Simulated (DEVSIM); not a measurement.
# illuminated InP p-on-n cell, one wavelength

System: illuminated InP p-on-n cell, one wavelength, at 350 K.

```
layer (left to right)  material  thickness (μm)  Nd (cm⁻³)  Na (cm⁻³)   τn (s)   τp (s)  absorption coefficient (cm⁻¹)
---------------------  --------  --------------  ---------  ---------  -------  -------  -----------------------------
1                           InP          0.0600          -       6e17  3.4e-10  2.3e-10                          47000
2                           InP           0.490     5.7e15          -  9.4e-10  9.4e-10                          47000
```

Left contact: ohmic, minority electron recombination velocity 20 cm/s. Right contact: ohmic, minority hole recombination velocity 80000 cm/s. Voltage is applied to the left contact. Recombination: SRH at mid-gap, radiative, Auger. Light enters at the left, 7.5e16 photons cm⁻² s⁻¹, one pass, no reflection. Mobility is μmin + (μ − μmin)/(1 + (N/Nref)^α).

Constants are typed, rounded textbook-type inputs, not results; the design itself was drawn at random and stands for no fabricated device. Values at 300 K; Nc and Nv go as T^1.5, mobilities as T to minus their exponent, the gap by Varshni's rule with the affinity fixed.

```tsv
parameter	InP
gap (eV)	1.344
affinity (eV)	4.38
permittivity	12.5
Nc (cm⁻³)	5.7e17
Nv (cm⁻³)	1.1e19
μn (cm²/Vs)	5200
μp (cm²/Vs)	170
μn,min	400
μp,min	10
Nref,n	3e17
Nref,p	4.9e17
αn	0.47
αp	0.62
T exponent of μn	2
T exponent of μp	2
B (cm³/s)	1.2e-10
Cn (cm⁶/s)	9e-31
Cp (cm⁶/s)	9e-31
Varshni α (eV/K)	0.000363
Varshni β (K)	162
```

DEVSIM, 1D drift-diffusion, Boltzmann statistics, complete ionisation; no tunnelling, impact ionisation, image-force lowering or self-heating.

The potential step across the device at zero bias comes out as 1.087 V. The largest field in the device at zero bias is 56000 V/cm. The dark forward voltage at 1 A/cm² is 0.803 V and the dark forward voltage at 100 A/cm² is 0.981 V. The short-circuit current is 11.0 mA/cm². The open-circuit voltage is 0.601 V and the fill factor is 0.71. The largest power is 4.69 mW/cm² and the share of generated pairs collected at short circuit is 0.994.

Current under light (generator sign):

```
V (V)  J (mA/cm²)
-----  ----------
0.00         11.0
0.08         11.0
0.18         11.0
0.26         11.0
0.36         10.8
0.46         10.1
0.48         9.76
0.50         9.25
0.52         8.52
0.54         7.45
0.56         5.89
0.58         3.60
0.60        0.194
0.62        -4.92
```

Dark forward current:

(V (V), J (A/cm²)): (0.05, 3.9e-7); (0.15, 3.2e-6); (0.20, 7.9e-6); (0.30, 4.6e-5); (0.40, 0.00027); (0.45, 0.00066); (0.55, 0.0041); (0.65, 0.029); (0.75, 0.26); (0.80, 0.92); (0.90, 13); (1.00, 160); (1.05, 470); (1.15, 3200)
